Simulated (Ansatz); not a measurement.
The starting structures come from a database of crystals and need not be the phases stable at ambient conditions.

By PBEsol, the system below comes out a metal.

The ballistic (Sharvin) conductance counts the channels at the Fermi level: G/A = (e²/h) × channels of both spins per area.

Data:

```yaml
crystal:
  lattice:
    - [3.91516, 0.00000, 0.00000]
    - [0.00000, 3.91516, 0.00000]
    - [1.95758, -1.95758, 8.45028]
  atoms:
    - { symbol: Zr, position: [0.88121, 0.11879, 0.23758] }
    - { symbol: Zr, position: [0.11879, 0.88121, 0.76242] }
    - { symbol: Al, position: [0.00000, 0.50000, 0.00000] }
    - { symbol: Al, position: [0.50000, 0.00000, 0.00000] }
    - { symbol: Al, position: [0.75000, 0.75000, 0.50000] }
    - { symbol: Al, position: [0.25000, 0.25000, 0.50000] }
    - { symbol: Al, position: [0.62529, 0.37471, 0.74942] }
    - { symbol: Al, position: [0.37471, 0.62529, 0.25058] }
```

Space group of this cell: I4/mmm. The cell is strained (all lengths scaled by 0.98); by PBEsol its mean pressure is 6.3 GPa.

The current flows along the normal of the first two printed cell vectors, the (001) plane of the conventional cell. No spin-orbit coupling; the value is a mean over 0.1 eV about the Fermi level.

Q: Predict the ballistic conductance per area from PBEsol in Ansatz (a program for electronic structure).

A: 0.31 × 10¹⁵ S/m² for both spins.
